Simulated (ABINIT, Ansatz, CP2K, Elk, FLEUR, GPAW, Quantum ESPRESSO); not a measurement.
# Code comparison for CdSe (F-43m, 2 atoms in the cell)

Self-consistent single point, at a second geometry (lattice scaled by 0.98). First geometry:

```
CELL_PARAMETERS angstrom
      0.00000     3.04202     3.04202
      3.04202     0.00000     3.04202
      3.04202     3.04202     0.00000
ATOMIC_POSITIONS crystal
  Cd 0.00000 0.00000 0.00000
  Se 0.75000 0.75000 0.75000
```

Shared settings, as Ansatz (a first-principles code) writes them: kpoints.mp_grid.grid = 6 6 6; scf.occupations.method = fixed. Potentials and cutoffs stand in the table.

| code | model | ΔF from the first geometry (meV/atom) | pressure (GPa) | gap on the mesh (eV) | cutoff |
|---|---|---|---|---|---|
| Ansatz | PBE, PAW files | 48.4 | 6.76 | 0.728 | default |
| Elk | PBE, all-electron FP-LAPW, Elk's shipped species files, APW+lo basis with extra local orbitals | 46.7 | – | 0.696 | rgkmax 7.5 |
| FLEUR | PBE, all-electron FLAPW (FLEUR), scalar-relativistic valence | 49.9 | – | 0.729 | Kmax 4 1/bohr |
| ABINIT | PBE, PAW (JTH v2.0 PBE PAW) | 49.2 | 6.79 | 0.719 | 20 Ha |
| GPAW | PBE, GPAW PAW datasets PBE (gpaw-data 1.0.1) | 46.1 | 6.47 | 0.721 | 550 eV |
| Quantum ESPRESSO | PBE, SSSP 1.1.2 efficiency (PBE) pseudopotentials | 49.5 | 6.20 | 0.701 | 45 Ry |
| CP2K | PBE, GPW, TZVP-MOLOPT-SR-GTH basis, GTH-PBE potentials (GTH_POTENTIALS) | 55.1 | 7.52 | 0.714 | grid 500 Ry |

For Quantum ESPRESSO (by 0.7 GPa) the energy change implies a higher mean pressure, against the two pressures, than for the other programs: a sign of finite-basis (Pulay) stress.

A dash marks a value that a program does not give, or that is left out as unsure.

Gaps are read on the mesh.

The spread over the programs that give each value: ΔF from the first geometry within 9.0 meV/atom; pressure within 1.32 GPa; gap on the mesh within 0.033 eV.

CP2K uses small atom-centred bases, whose incompleteness enters pressures, forces and empty levels differently from a plane-wave cutoff. Elk and FLEUR treat all electrons, but the usual bases taken here (sphere radii, linearisation, local orbitals, empty states) were not tested for convergence, so the values are no reference for the others. Ansatz's pressure is given at a fixed set of plane waves, as the other plane-wave codes print theirs.

The starting cell comes from a database of computed structures (which also holds hypothetical and non-ambient phases and stackings), without a prior relaxation at this level. Its lattice was rescaled by a random factor within 2.5 % of one. For this run, on top of that: lattice scaled by 0.98.

Left out of this page: SIESTA (unsound by tests on forces, stress, charge or solver warnings).

Keys are those of Ansatz 0.2.
